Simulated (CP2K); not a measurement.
Band structure of AlInAg2Se4 (I-4, 8 atoms in the cell).

```xyz
8
Lattice="7.2378 0.0000 0.0000 2.0656 6.9368 0.0000 -4.6517 -3.4684 4.3264" Properties=species:S:1:pos:R:3 pbc="T T T"
Al     1.0328     3.4684     2.1632
In     0.0000     0.0000     0.0000
Ag     3.6189     0.0000     2.1632
Ag     4.6517     3.4684     0.0000
Se     3.3271     2.6736     2.1811
Se    -0.0717     2.6673     4.1718
Se    -1.1397    -1.0426     2.1452
Se     7.1876     2.6385     0.1546
```

Method: LDA (Pade form), GPW, DZVP-MOLOPT-SR-GTH basis, GTH-PADE potentials (GTH_POTENTIALS) run with CP2K 2026.2.

Settings: CUTOFF = 500 Ry; REL_CUTOFF = 60 Ry; SMEAR/METHOD = FERMI_DIRAC; ELECTRONIC_TEMPERATURE = 580.23 K; KPOINTS/SCHEME = MONKHORST-PACK 3 3 3; XC_FUNCTIONAL = PADE; Al/BASIS_SET = DZVP-MOLOPT-SR-GTH-q3; Al/POTENTIAL = GTH-PADE-q3; In/BASIS_SET = DZVP-MOLOPT-SR-GTH-q13; In/POTENTIAL = GTH-PADE-q13; Ag/BASIS_SET = DZVP-MOLOPT-SR-GTH-q11; Ag/POTENTIAL = GTH-PADE-q11; Se/BASIS_SET = DZVP-MOLOPT-SR-GTH-q6; Se/POTENTIAL = GTH-PADE-q6.

The starting cell comes from a database of computed structures (which also holds hypothetical and non-ambient phases and stackings), without a prior relaxation at this level. Values carry the incompleteness of an atom-centred basis.

Problem. Predict the gap along the standard path and the places of the band edges.

Solution. The gap along the path is 0.23 eV, direct at Γ to within 0.01 eV.

Levels in eV from the top of the valence band on the SCF mesh, bands 28 to 32:
```
point     28     29     30     31    32
-----  -----  -----  -----  -----  ----
Γ      -1.61  -0.15  -0.15   0.00  0.23
X      -0.79  -0.62  -0.32  -0.31  1.34
Y      -0.81  -0.68  -0.53  -0.43  1.56
S      -1.33  -1.19  -0.65  -0.19  2.07
Z      -1.16  -1.16  -0.71  -0.71  2.06
S1     -1.33  -1.19  -0.65  -0.19  2.07
N      -1.36  -1.11  -0.84  -0.23  2.02
P      -0.73  -0.72  -0.62  -0.39  1.71
Y1     -0.81  -0.68  -0.53  -0.43  1.56
```

Higher empty bands are left out: an atom-centred basis made for the valence describes them poorly.
